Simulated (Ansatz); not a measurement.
A relaxation of cell and atoms of MoPt2 (Immm, 3 atoms in the cell) with Ansatz (a quantum-chemistry and plane-wave program).

Level of theory: PBEsol, default PAW files made with PBE (plane waves; Ansatz).

The change in words: atoms on their sites; basis.ecutwfc: 420 eV → 505 eV; relax: default → cell and atoms. Reference geometry:
```yaml
crystal:
  lattice:
    - [-1.38564, 1.99198, 4.17727]
    - [1.38564, -1.99198, 4.17727]
    - [1.38564, 1.99198, -4.17727]
  atoms:
    - { symbol: Mo, position: [0.00598, 0.00598, 0.00000] }
    - { symbol: Pt, position: [0.66334, 0.66334, 0.00000] }
    - { symbol: Pt, position: [0.33666, 0.33666, 0.00000] }
```

Reference input (self-consistent single point, DFT, PBEsol, plane waves, default PAW files made with PBE): basis.ecutwfc = 420 eV; kpoints.mp_grid.grid = 8 8 8; hamiltonian.xc = pbesol; hamiltonian.pseudopotentials = {kind: paw} (the program's default PAW files); scf.occupations.method = gaussian; scf.occupations.width = 0.1 eV. This run's input differs from it in these lines:

Ansatz 0.2 input:
```diff
@@ -7,3 +7,3 @@
   atoms:
-    - { symbol: Mo, position_ang: [-0.00000000, 0.00000000, 0.05000189] }
+    - { symbol: Mo, position_ang: [0.00000000, 0.00000000, 0.00000000] }
     - { symbol: Pt, position_ang: [0.00000000, -0.00000000, 5.54189658] }
@@ -11,3 +11,3 @@
 basis:
-  ecutwfc: 420.0
+  ecutwfc: 505.0
 kpoints:
@@ -19,2 +19,4 @@
   occupations: { method: gaussian, width: 0.1 }
+relax:
+  cell: {}
 output:
```

Log, with long lists cut:

```
   [... SCF lines of the steps left out ...]
relax step   1: F+E_penalty+E_count = -29666.26505314 eV  Δ(F+E_penalty+E_count) = +0.000e0 eV  max|allowed force component| = 5.895e-2 eV/Å  Δτ_max = 0.0000 Å  P = -9.406 GPa  Ω = 46.120 Å³  (6 SCF iters, dr2 threshold 1.00e-7 eV, accepted)
relax step   2: F+E_penalty+E_count = -29666.03635412 eV  Δ(F+E_penalty+E_count) = +2.287e-1 eV  max|allowed force component| = 2.762e-2 eV/Å  Δτ_max = 0.0054 Å  P = +28.511 GPa  Ω = 41.301 Å³  energy of the carried Pulay correction = +5.921e-4 eV  [...]
   [... lines left out ...]
relax step   5: F+E_penalty+E_count = -29666.31198783 eV  Δ(F+E_penalty+E_count) = -1.719e-5 eV  max|allowed force component| = 1.122e-4 eV/Å  Δτ_max = 0.0003 Å  P = +0.002 GPa  Ω = 44.608 Å³  energy of the carried Pulay correction = +1.790e-4 eV  [...]
relax step   6: F+E_penalty+E_count = -29666.31183307 eV  Δ(F+E_penalty+E_count) = +1.548e-4 eV  max|allowed force component| = 1.463e-4 eV/Å  Δτ_max = 0.0000 Å  P = -0.003 GPa  Ω = 44.608 Å³  stress off target by 1.60e-2 GPa  SCF on the basis [...]
basis re-selected at this cell: Δ(F+E_penalty+E_count) = +1.548e-4 eV, ΔP = -0.005 GPa vs the last step
the relaxation is at rest under the 8 symmetry operations that the run kept from its start: a minimum is not shown …
Stability not checked: this state was not tested for a lower state beside it, because too few of the mixer's solves of this state at the end of the SCF gave a …
Free energy (F): -29666.311833 eV
Internal energy: -29666.300936 eV  (E = F + TS)
   [... lines left out ...]
Fermi energy:    23.472914 eV
  cell:  # Å, volume = 44.6079 Å³
   [... lines left out ...]
    - [-1.3744446708558202, 1.9636625974283257, 4.131976428647898]
    - [1.3744446708558202, -1.9636625974283257, 4.131976428647898]
    - [1.3744446708558202, 1.9636625974283257, -4.131976428647898]
  atoms:
    - { symbol: Mo, position: [1.0814508749435779e-21, 1.0814508749435779e-21, 0.0] }
    - { symbol: Pt, position: [0.6633084582664303, 0.6633084582664303, 0.0] }
    - { symbol: Pt, position: [0.3366915417335697, 0.3366915417335697, 0.0] }
```

The run converged.  The full log also holds: “iter 5 did not close the SCF: its close was put off for the readings that it lacked (scf_convergence_deferred on its scf_iter line)”. The full log also holds: “iter 3 did not close the SCF: its close was put off for the readings that it lacked (scf_convergence_deferred on its scf_iter line)”.

Summary of the result:
* **Free energy E − TS (on the zero of these files)**: -29666.3118 eV
* **Fermi level (on the code's own zero)**: 23.47 eV
* **Pressure**: 0.00 GPa
* **Final cell**: a = 4.7769 Å, b = 4.7769 Å, c = 4.7769 Å, α = 146.56°, β = 131.45°, γ = 60.23°
* **Final volume per atom**: 14.87 Å³
* **Relaxation steps**: 6

The starting cell comes from a database of computed structures (which also holds hypothetical and non-ambient phases and stackings), without a prior relaxation at this level. Its lattice was rescaled by up to half a per cent. Spin polarisation is off. The relaxation keeps the symmetry of its start, so its end need not be a minimum. Ansatz's pressure includes its estimate of the finite-basis (Pulay) stress.

Cost on one core of a shared machine: roughly 40 s.
